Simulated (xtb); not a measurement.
xtb 6.7.1, GFN2-xTB: Cc1csc(B(c2ccc3c(c2)sc2ccccc23)c2c(C)cccc2C)c1, 49 atoms. The geometry is a generated start, not checked to be a minimum at this level.

```yaml
method: GFN2-xTB
"--acc": 1 (default)
"--etemp (K)": 300 (default)
detailed input (--input): "none: ANC optimiser, Lindh (1995) Hessian, microcycle=20, maxdispl=1.0, hlow=0.01 (default)"
basis_functions: 145
valence_electrons: 136
```

The structure is relaxed from this start with --opt LEVEL for the levels crude, sloppy, loose, lax, normal, tight, vtight, extreme, once each. Up to the end of the extreme run atoms move by at most 1.2 Å along an axis.

Task: Which level is enough to come within 1 meV of the tightest end point?

Result: tight: 61 cycles against 81, ending 0.13 meV above.

```
level    cycles  energy above the extreme run (meV)  gradient norm (eV/Å)
-------  ------  ----------------------------------  --------------------
crude        19                                  37                  0.49
sloppy       23                                  24                 0.088
loose        25                                  21                  0.16
lax          35                                 6.7                 0.064
normal       44                                 1.7                 0.017
tight        61                                0.13                0.0067
vtight       68                               0.037                0.0029
extreme      81                                   —                0.0013
```
